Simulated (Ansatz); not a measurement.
# AlNi3, pressure series

The reference is AlNi$_{3}$ in the Cu3Au type structure (space group Pm-3m, No. 221; weakly magnetic (sensitive to the mesh)).

```
AlNi3
1.0
    3.56684     0.00000     0.00000
    0.00000     3.56684     0.00000
    0.00000     0.00000     3.56684
Ni Al
3 1
Cartesian
  0.00000   1.78342   1.78342
  1.78342   1.78342   0.00000
  1.78342   0.00000   1.78342
  0.00000   0.00000   0.00000
```

Cell and atoms are relaxed at each pressure.

Computed with PBE (Ansatz, a quantum-chemistry and plane-wave program, PAW, without spin-orbit coupling).

```
variant           lattice parameter a  largest site moment
----------------  -------------------  -------------------
base                          3.567 Å              0.27 μB
pressure −2 GPa               3.580 Å              0.27 μB
pressure −1 GPa               3.573 Å              0.27 μB
pressure 3 GPa                3.548 Å              0.26 μB
pressure 7 GPa                3.525 Å              0.26 μB
pressure 15 GPa               3.484 Å              0.25 μB
pressure 30 GPa               3.422 Å              0.22 μB
pressure 50 GPa               3.357 Å              0.18 μB
pressure 75 GPa               3.293 Å              0.11 μB
pressure 100 GPa              3.242 Å              0.04 μB
```

The magnetic state is the one reached from the starting moments; the real material's order can differ, and small cells can't hold many antiferromagnetic ones. Load acts through the strain it causes; cell and atoms are relaxed under it. No phonon test of stability was made. Competing high-pressure phases were not computed.
